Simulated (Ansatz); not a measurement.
Consider the following.

```
CELL_PARAMETERS angstrom
      0.00000     2.37711     2.37711
      2.37711     0.00000     2.37711
      2.37711     2.37711     0.00000
ATOMIC_POSITIONS crystal
  Be 0.00000 0.00000 0.00000
  S  0.25000 0.25000 0.25000
```

No spin polarisation.

Computed with PBE, PAW, 420 eV (Ansatz, a first-principles code; spin-orbit coupling left out). Γ-centred 12×12×12 mesh, Fermi–Dirac width 0.05 eV.

Problem. What pressure does the calculation give?

Solution. 8.15 GPa.

Problem. Predict the band gap.

Solution. 2.97 eV.

Problem. Predict the gap character.

Solution. Indirect, Γ → X.

The cells carry an imposed strain or load. Whether these cells are dynamically stable was not tested. The cell was made from BeS in the zinc blende structure (space group F-43m, No. 216) by this change: isotropic strain −2.50 %.
